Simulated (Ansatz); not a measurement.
Start from MoSi$_{2}$ (space group I4/mmm, No. 139; a = 3.2169 Å, c = 7.8730 Å).

(Cell as relaxed with PBE.)

Levels (all Ansatz, an electronic-structure program, PAW): PBE (420 eV, no SOC); r2SCAN (500 eV, spin-orbit coupling left out).

Each level relaxes its own structure.

```json
[
 {"quantity": "volume per atom", "PBE": "13.58 Å³", "r2SCAN": "13.36 Å³"},
 {"quantity": "lattice parameter a", "PBE": "3.217 Å", "r2SCAN": "3.202 Å"},
 {"quantity": "lattice parameter c", "PBE": "7.873 Å", "r2SCAN": "7.819 Å"},
 {"quantity": "band gap", "PBE": "zero", "r2SCAN": "zero"}
]
```

PBE's volume per atom lies 0.22 Å³ above r2SCAN's (1.7 %); PBE's lattice parameter a lies 0.015 Å above r2SCAN's (0.5 %); PBE's lattice parameter c lies 0.054 Å above r2SCAN's (0.7 %); the two agree on the band gap. Neither level is exact; r2SCAN is the comparison here, not a measurement.

No phonon test of stability was made. The final runs are not spin-polarised.
